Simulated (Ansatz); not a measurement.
Symmetric slabs, relaxed from ideal cuts in 1x1 cells, of rock-salt compounds: surface energy (J/m²) by functional, in Ansatz (plane waves, PAW). All structures are PBE's; the other columns are single points with references at the same level. No spin-orbit coupling, Hubbard U or dispersion. HSE06 ran on coarser k-meshes, so part of its shift is the mesh's. The rows are a random draw from the class, without slabs that broke up, higher cuts of a face and adsorbates that left their site.

```tsv
system	PBE (J/m²)	HSE06 (J/m²)
rock-salt PbS (100) (cut with Pb + S on top), ideal cut with outer spacing 3.00 Å	0.19	?
rock-salt PbSe (100) (cut with Pb + Se on top), ideal cut with outer spacing 3.11 Å	0.19	0.20
rock-salt AgCl (110) (cut with Ag + Cl on top), ideal cut with outer spacing 1.98 Å	0.27	0.28
rock-salt PbSe (110) (cut with Pb + Se on top), ideal cut with outer spacing 2.20 Å	0.27	0.31
rock-salt SnTe (100) (cut with Sn + Te on top), ideal cut with outer spacing 3.20 Å	0.16	0.17
rock-salt PbTe (110) (cut with Pb + Te on top), ideal cut with outer spacing 2.32 Å	0.24	0.28
rock-salt LiF (110) (cut with F + Li on top), ideal cut with outer spacing 1.44 Å	0.74	0.79
rock-salt CaO (100) (cut with Ca + O on top), ideal cut with outer spacing 2.42 Å	0.64	0.72
```

Task: Fit a straight line y = a·x + b by least squares to the 7 complete rows (x: PBE (J/m²); y: HSE06 (J/m²)).

Result: the means are x̄ = 0.3586 and ȳ = 0.3929; Σ(x − x̄)² = 0.32229 and Σ(x − x̄)(y − ȳ) = 0.35103, so a = 1.089 and b = ȳ − a·x̄ = 0.002. The largest residual is 0.021.

Task: What does the line predict for the withheld row, rock-salt PbS (100) (cut with Pb + S on top), ideal cut with outer spacing 3.00 Å, and what did the calculation give?

Result: the line gives 0.21; the calculation gave 0.19, a miss of -0.02, of the size of the fitted rows' scatter and rounding.

Ansatz is an electronic-structure program.
